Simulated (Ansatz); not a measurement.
An Ansatz (an electronic-structure program) input (PBE/PAW in Ansatz, without spin-orbit coupling, earlier PAW set):

Ansatz 0.2 input:
```yaml
crystal:
  lattice:
    - [5.7553011988, 0, 0]
    - [-2.8776505994, 4.9842370446, 0]
    - [0, 0, 4.654598486]
  atoms:
    - { symbol: Ti, position: [0.8302488744, 0.6604977489, 0.25] }
    - { symbol: Ti, position: [0.1697511256, 0.8302488744, 0.75] }
    - { symbol: Ti, position: [0.3395022511, 0.1697511256, 0.25] }
    - { symbol: Ti, position: [0.1697511256, 0.3395022511, 0.75] }
    - { symbol: Ti, position: [0.8302488744, 0.1697511256, 0.25] }
    - { symbol: Ti, position: [0.6604977489, 0.8302488744, 0.75] }
    - { symbol: Al, position: [0.3333333333, 0.6666666667, 0.25] }
    - { symbol: Al, position: [0.6666666667, 0.3333333333, 0.75] }
basis: { ecutwfc: 420, ecutrho_ratio: 4, xc_grid: 2, fft_grid_basis: typed }
kpoints: { mp_grid: { grid: [10, 10, 10] } }
hamiltonian:
  xc: pbe
  dispersion: none
  pseudopotentials: { azcp: { folder: ./paw }, kind: paw }
scf: { occupations: { method: fermi_dirac, width: 0.05 }, convergence: { dr2_threshold: 0.0000000008 } }
output: { forces: true, stress: true }
```

**Question.** Which symmetry and how many k-points will the program report, and about how many plane waves at Γ?

**Answer.** Space group P63/mmc (ITA 194) with 24 operations, k-points 84 of 1000, and 2667 plane waves at Γ.

No phonon test of stability was made. The final runs are not spin-polarised. The cell is Ti3Al (space group P6_3/mmc, No. 194).
